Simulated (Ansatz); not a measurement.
# Short convergence ladders for MgPd (Pm-3m, 2 atoms in the cell)

```
CELL_PARAMETERS angstrom
      3.13960     0.00000     0.00000
      0.00000     3.13960     0.00000
      0.00000     0.00000     3.13960
ATOMIC_POSITIONS crystal
  Mg 0.00000 0.00000 0.00000
  Pd 0.50000 0.50000 0.50000
```

Base method: LDA (PW92), default PAW files made with PBE (plane waves; Ansatz, a program for electronic structure).

Base settings: basis.ecutwfc = 420 eV; kpoints.mp_grid.grid = 11 11 11; hamiltonian.xc = lda; hamiltonian.pseudopotentials = {kind: paw} (the program's default PAW files); scf.occupations.method = gaussian; scf.occupations.width = 0.1 eV.

**Zone-centre phonons against the cutoff**

In this ladder: phonons.method = dfpt.

The mesh stays at the base's, so the ladder's end is converged at best in this setting alone.

Frequencies are those of the unrelaxed cell, without the LO-TO term of polar crystals.

Only quantities that move along the ladder and can be compared are tabulated.

```csv
basis.ecutwfc,highest zone-centre frequency (cm⁻¹)
210 eV,185.1
250 eV,246.8
295 eV,234.6
355 eV,238.1
420 eV,238.2
505 eV,238.2
630 eV,238.2
```

Coarsest basis.ecutwfc that holds the highest zone-centre frequency within 5 cm⁻¹ of the last step, with all finer ones: 295 eV; the step before is off by 8.6 cm⁻¹.

**The q mesh of the phonons**

In this ladder: kpoints.mp_grid.grid = 12 12 12; phonons.method = dfpt.

Only quantities that move along the ladder and can be compared are tabulated.

Thermal sums run over frequencies interpolated from this q mesh.

```csv
phonons.qmesh,zero-point energy (meV/atom),vibrational free energy at 300 K (meV/atom)
1 1 1,29.15,-27.35
2 2 2,33.07,-19.46
3 3 3,32.98,-19.96
4 4 4,33.01,-19.86
```

Coarsest phonons.qmesh that holds the zero-point energy within 0.5 meV/atom of the last step, with all finer ones: 2 2 2; the step before is off by 3.9 meV/atom.

Coarsest phonons.qmesh that holds the vibrational free energy at 300 K within 1 meV/atom of the last step, with all finer ones: 2 2 2; the step before is off by 7.5 meV/atom.

On the base run: the starting cell comes from a database of computed structures (which also holds hypothetical and non-ambient phases and stackings), without a prior relaxation at this level. Its lattice was rescaled by up to half a per cent. Spin polarisation is off. In the base run, with a pressure of about -4 GPa the cell is away from its equilibrium volume at this level.

Keys are those of Ansatz 0.2.
